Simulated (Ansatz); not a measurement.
Functionals compared on H on the (0001) surface of wurtzite GaN (2x2 N adatom at H3; a constructed slab, bottom: 3 H on 4 bottom sites), one in a cell of 36 Å², started at the site 'over Ga at depth 1.1 Å #2', in Ansatz (plane waves, PAW). The structure was relaxed with PBE; the other rows are single points on it, each with its references at the same level. Cutoff 420 eV (500 eV for r2SCAN). The points keep PBE's geometry, so the relaxation of a polaron and the settling of charge on one site are left out.

Host crystal: wurtzite GaN, with a band gap (PBE, scalar-relativistic without spin-orbit coupling).

Set-up: 45 atoms, 13.4 Å thick at the start with caps and adatoms under the adsorbate (thin: gaps and levels are the slab's own); mesh 4x4x1; 0.01 eV smearing; dipole correction on; 23 atoms held, the rest relaxed; no symmetry held; spin-polarised, ending with about 0.1 μB a cell, a value that depends on the mesh; orders that need a larger cell were not tried, no spin-orbit, no U, no dispersion correction. The slab shows no gap over 0.04 eV on its mesh. At the end it is bonded to N. In PBE it is, or lies within 0.03 eV of, the lowest of the starts that converged. These notes are the PBE run's. r2SCAN: The program's check for a lower electronic state was not made. Adsorption energies are against ½ H2(g). A negative adsorption energy means that the adsorbate is more stable on the surface than in its reference.

```csv
functional,adsorption energy (eV)
PBE,-1.49
RPBE,-1.34
r2SCAN,-1.49
```

Ansatz is a program for electronic structure.
